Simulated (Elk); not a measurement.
Input and output of a self-consistent single point for LaGa3Pd2 (P6/mmm, 6 atoms in the cell) (Elk).

Method: LDA (PW92), all-electron FP-LAPW, Elk's shipped species files, APW+lo basis with extra local orbitals (Elk 10.2.4).

```xyz
6
Lattice="5.4437 0.0000 0.0000 -2.7218 4.7144 0.0000 0.0000 0.0000 4.2902" Properties=species:S:1:pos:R:3 pbc="T T T"
La     0.0000     0.0000     0.0000
Ga     2.7218     0.0000     2.1451
Ga     1.3609     2.3572     2.1451
Ga    -1.3609     2.3572     2.1451
Pd     2.7218     1.5715     0.0000
Pd     0.0000     3.1429     0.0000
```

Reference input (self-consistent single point, DFT, PBEsol, all-electron FP-LAPW, Elk's shipped species files, APW+lo basis with extra local orbitals): xctype = 22; rgkmax = 8; stype = 0; swidth = 0.00183747 Ha; ngridk = 6 6 7; gmaxvr = 16 1/bohr; nxlo = 2; lorbcnd = true; rmtscf = 0.94; lmaxi = 2. This run's input differs from it in these lines:

```diff
@@ -4,3 +4,3 @@
 xctype
-  22
+  3
```

Output, abridged:

```
│ Self-consistent loop started │
│ Loop number : 1 │
 total energy                :     -24360.5840554
│ Loop number : 2 │
 total energy                :     -24362.6855391
RMS change in Kohn-Sham potential (target) :   0.5281366582     (  0.1000000000E-05)
Absolute change in total energy (target)   :    2.101483696     (  0.1000000000E-03)
│ Loop number : 3 │
 total energy                :     -24381.0055338
RMS change in Kohn-Sham potential (target) :   0.4696423211     (  0.1000000000E-05)
Absolute change in total energy (target)   :    18.84536555     (  0.1000000000E-03)
│ Loop number : 4 │
   [... lines left out ...]
Absolute change in total energy (target)   :   0.5438953558E-03 (  0.1000000000E-03)
│ Loop number : 18 │
 total energy                :     -24400.1117298
RMS change in Kohn-Sham potential (target) :   0.1141794361E-06 (  0.1000000000E-05)
Absolute change in total energy (target)   :   0.1236835051E-03 (  0.1000000000E-03)
│ Loop number : 19 │
 total energy                :     -24400.1117166
RMS change in Kohn-Sham potential (target) :   0.5476018281E-07 (  0.1000000000E-05)
Absolute change in total energy (target)   :   0.4415990043E-04 (  0.1000000000E-03)
Convergence targets achieved

│ Loop number : 20 │

Energies :
 Fermi                       :     0.327388412748
 total energy                :     -24400.1117168

Density of states at Fermi energy :    11.22923736
 (states/Hartree/unit cell)

Estimated indirect band gap :   0.6322209670E-02
 from k-point      7 to k-point     14
Estimated direct band gap   :   0.6586869102E-02
 at k-point     14

Charges :
 core                        :    156.0000000
 valence                     :    86.00000000
 interstitial                :    9.976224134
 muffin-tins (core leakage)
  species :    1 (La)
   atom    1                 :    54.20084153     (  0.5586150426E-03)
  species :    2 (Ga)
   atom    1                 :    29.41403130     (  0.1645937516E-02)
   atom    2                 :    29.41403130     (  0.1645937516E-02)
   atom    3                 :    29.41403130     (  0.1645937516E-02)
  species :    3 (Pd)
   atom    1                 :    44.79042022     (  0.1729096866E-07)
   atom    2                 :    44.79042022     (  0.1729096866E-07)
 total in muffin-tins        :    232.0237759
 total calculated charge     :    242.0010360
 total charge                :    242.0000000
 error                       :   0.1035978899E-02

│ Self-consistent loop stopped │
```

The run converged in 20 iterations. The count includes the last loop, which Elk runs after its targets are met. 

The starting cell comes from a database of computed structures (which also holds hypothetical and non-ambient phases and stackings), without a prior relaxation at this level. Spin polarisation is off. Values depend on the basis (sphere radii, cutoffs, local orbitals), which need not be converged. The log's line on a gap gives a spacing of levels on this mesh, which the program prints for metals too.

Cost on one core of a shared machine: roughly 3 min.
